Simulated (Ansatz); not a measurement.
**A computed series for hypothetical diamond Sb: response to strain**

Consider Sb in the diamond structure (space group Fd-3m, No. 227; a = 6.9884 Å; a hypothetical phase, not in the database extracts checked; relaxed with 0.1 eV smearing). Axes: x, y, z lie along the cube axes.

Strains are applied to the cell and any free atomic positions relax.

Levels (all Ansatz, an electronic-structure program, PAW): PBE (420 eV, no SOC); PBEsol (420 eV, scalar-relativistic without spin-orbit coupling).

The base cell above is that of PBE; each level relaxes its own structures.

```tsv
case	pressure, PBE	pressure, PBEsol
isotropic strain −3.10 %	3.6 GPa	4.0 GPa
isotropic strain +0.88 %	-0.8 GPa	-0.9 GPa
uniaxial strain ε_xx = +1.45 %	-0.4 GPa	-0.5 GPa
tensor shear ε_yz = −0.18 %	0.0 GPa	0.0 GPa
```

The two levels differ by at most about 0.4 GPa. They put the cases in the same order.

No phonon test of stability was made.
